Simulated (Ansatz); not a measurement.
Candidates (primitive cells; geometry: cell and atoms relaxed with PBEsol):
A. BeSe (F-43m), a = 3.6265 Å, b = 3.6265 Å, c = 3.6265 Å, α = 60.00°, β = 60.00°, γ = 60.00°
B. GaAs (F-43m), a = b = c = 4.001 Å, α = β = γ = 60.00°
C. CdSe (F-43m), a = b = c = 4.3002 Å, α = β = γ = 60.00°

Task: Rank these by electron conductivity mass (highest first), as PBEsol, rigid bands (Ansatz, a program for electronic structure) gives it.

Result: A (0.35 mₑ), C (0.061 mₑ), B (0.033 mₑ)

Masses are for dilute carriers at 300 K, harmonic means over directions unless an axis is named. Spin-orbit coupling is left out.
